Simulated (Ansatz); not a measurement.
Point defects in ZrSi2

Consider a 12-atom supercell of ZrSi₂ (space group Cmcm, No. 63; a = 3.689 Å, b = 14.858 Å, c = 3.667 Å) at its relaxed geometry.

One neutral defect a cell, atoms relaxed at fixed cell.

The values are results of Ansatz (a program for electronic structure) r2SCAN, without spin-orbit coupling, not measurements.

```csv
case,largest displacement of a host atom from its site in the perfect cell,pressure
perfect supercell,–,0.0 GPa
P on a Si site,0.05 Å,-0.9 GPa
"H interstitial (started 1.82 Å from the nearest host atom), symmetric start",0.06 Å,2.8 GPa
Pb on a Si site,0.20 Å,9.7 GPa
"Si on a Zr site (antisite), symmetric start",0.08 Å,1.5 GPa
Si vacancy,0.27 Å,-2.6 GPa
```

In so small a cell the defect repeats every few ångströms: this is an ordered compound, not a dilute defect. Defects with a symmetric start kept the site's symmetry and may sit on a saddle; the others started slightly shaken. All final runs are without spin polarisation.
